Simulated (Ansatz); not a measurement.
Input and output of a self-consistent single point for La2O3 (P-3m1, 5 atoms in the cell) (Ansatz, a first-principles code).

Computed with LDA (PW92), default PAW files made with PBE (plane waves; Ansatz).

```
La2O3
1.0
    3.93078     0.00000     0.00000
   -1.96539     3.40415     0.00000
    0.00000     0.00000     6.11195
La O
2 3
Cartesian
  1.96539   1.13472   4.60694
  0.00000   2.26944   1.50501
  1.96539   1.13472   2.16430
  0.00000   2.26944   3.94765
  0.00000   0.00000   0.00000
```

Reference input (self-consistent single point, DFT, LDA (PW92), plane waves, default PAW files made with PBE): kpoints.mp_grid.grid = 10 10 6; hamiltonian.xc = lda; hamiltonian.pseudopotentials = {kind: paw} (the program's default PAW files); scf.occupations.method = fixed. This run's input differs from it in these lines:

Ansatz 0.2 input:
```diff
@@ -12,2 +12,4 @@
     - { symbol: O, position_ang: [0.000000, 0.000000, 0.000000] }
+basis:
+  ecutrho_ratio: 2
 kpoints:
```

Output, abridged:

```
SCF iter   1: F=—  HF=-13827.941716 eV  |F-HF|=—  |Δ(HF+E_count)|=         —  Δρ=1.59e-2  dr2=2.08e-1  ethr=1.77e-3  ⟨swp⟩=4.9  Hψ=7515  notcnv=0  defer=177
all-band conjugate gradients solve this SCF's bands
preconditioner: auto → Resta (q_TF=auto, 2.422 Å⁻¹)
SCF iter   2: F=—  HF=-13827.905012 eV  |F-HF|=—  |Δ(HF+E_count)|=   3.67e-2  Δρ=7.17e-3  dr2=2.55e-2  ethr=5.19e-4  ⟨swp⟩=3.2  Hψ=4036  notcnv=0  defer=166
   [... lines left out ...]
SCF iter   5: F=—  HF=-13827.898723 eV  |F-HF|=—  |Δ(HF+E_count)|=   1.93e-4  Δρ=1.71e-4  dr2=2.93e-5  ethr=2.56e-6  ⟨swp⟩=2.0  Hψ=2474  notcnv=0  defer=190
SCF iter   6: F=—  HF=-13827.898726 eV  |F-HF|=—  |Δ(HF+E_count)|=   3.00e-6  Δρ=5.73e-5  dr2=2.92e-6  ethr=7.33e-8  ⟨swp⟩=2.7  Hψ=3127  notcnv=0  defer=149
SCF iter   7: F=—  HF=-13827.898726 eV  |F-HF|=—  |Δ(HF+E_count)|=   5.35e-7  Δρ=1.19e-5  dr2=1.55e-7  ethr=7.30e-9  ⟨swp⟩=2.2  Hψ=2566  notcnv=0  defer=150
SCF iter   8: F=-13827.898726 eV  HF=-13827.898726 eV  |F-HF|=2.32e-9  |Δ(HF+E_count)|=   5.69e-8  Δρ=2.74e-6  dr2=7.44e-9  ethr=2.50e-10  ⟨swp⟩=14.6  Hψ=10041  notcnv=0
SCF 1 converged in 8 iterations: F = -13827.898726 eV  dr2 = 7.44e-9
Free energy (F): -13827.898726 eV
Internal energy: -13827.898726 eV  (E = F + TS)
E sigma→0 (E₀):  -13827.898726 eV
Fermi energy:    9.317350 eV
--- Forces (eV/Å), atoms counted from 1 ---
  atom   1  La    -0.00000000    -0.00000000    -0.16918875
  atom   2  La     0.00000000     0.00000000     0.16918875
  atom   3  O      0.00000000     0.00000000     0.00216218
  atom   4  O      0.00000000    -0.00000000    -0.00216218
  atom   5  O      0.00000000     0.00000000    -0.00000000
--- Stress (GPa, compression-positive) ---
       -6.152386       0.000000       0.000000
        0.000000      -6.152386       0.000000
        0.000000       0.000000      -5.613412
  P = ⅓ Tr σ = -5.9727 GPa (-59.727 kbar)
  The stress holds the Pulay correction, which leaves out the density cutoff's part. Without it, at fixed plane waves, as pw.x and ABINIT print it …
settings of this run that can trade accuracy for cost: basis.ecutrho_ratio < 4. Do not mix this run's numbers with those of runs without the same settings …
```

The run converged in 8 iterations. Against the reference run the free energy drops by 2.5 meV/atom, the pressure goes from -6.33 to -5.97 GPa, the largest force stays at 0.169 eV/Å and the gap on the mesh stays at 3.746 eV. The full log also holds: “WARN basis.ecutrho_ratio = 2 (ecutrho = 840 eV) is below the records' recommended cutoff”.

The starting cell comes from a database of computed structures (which also holds hypothetical and non-ambient phases and stackings), without a prior relaxation at this level. Ansatz's pressure includes its estimate of the finite-basis (Pulay) stress. Without the estimate this run gives -6.58 GPa. The cutoff lies below the one recommended for these files.
